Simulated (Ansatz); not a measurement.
Effect of O → Se on SrTiO3

The parent structure is SrTiO3 in the cubic perovskite structure (space group Pm-3m, No. 221; a = 3.891 Å).

The change: Se takes the place of O on all its sites; the structure is relaxed again.

Calculations: Ansatz (a quantum-chemistry and plane-wave program) PBEsol, spin-orbit coupling left out. Settings: 10×10×10 k-points, 0.05 eV Fermi–Dirac smearing, for the changed cell.

| quantity | base | changed | shift |
|---|---|---|---|
| volume per atom | 11.78 Å³ | 24.30 Å³ | +12.513 Å³ |
| density | 5.17 g/cm³ | 5.09 g/cm³ | -0.08 g/cm³ |
| space group | Pm-3m (No. 221) | Pm-3m (No. 221) | – |
| shortest interatomic distance | 1.946 Å | 2.476 Å | +0.5308 Å |
| band gap | 1.85 eV | zero | – |

Whether these cells are dynamically stable was not tested. As relaxed here, SrTiSe3 is a hypothetical phase, not in the database extracts checked. All final runs are without spin polarisation. Many cubic perovskites are stable only at high temperature; tilts and polar distortions were not tested. SrTiSe3 has a high density of states at the Fermi level and may be magnetic at this level.
